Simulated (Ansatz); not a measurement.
Start from InAs in the zinc blende structure (space group F-43m, No. 216; a = 6.0874 Å).

Modification: full substitution As → Sb, then cell and atoms are relaxed.

Levels (all Ansatz, an electronic-structure program, PAW, earlier PAW set): PBEsol (420 eV, no SOC); r2SCAN (500 eV, no SOC).

The geometry is relaxed with PBEsol.

```
Quantity           Value
---------------  -------
PBEsol pressure  0.0 GPa
PBEsol band gap     zero
```

Problem. Predict the pressure and band gap from r2SCAN.

Solution. The pressure goes from zero to 0.8 GPa; the band gap goes from zero to 0.12 eV.

Single points use the geometry relaxed with PBEsol. Their cutoffs differ, which shifts pressures a little. With Sb present, leaving out spin-orbit coupling can change the band edges. Whether these cells are dynamically stable was not tested. All final runs are without spin polarisation. The zero or small gap of InSb and InAs can change with the level of theory.
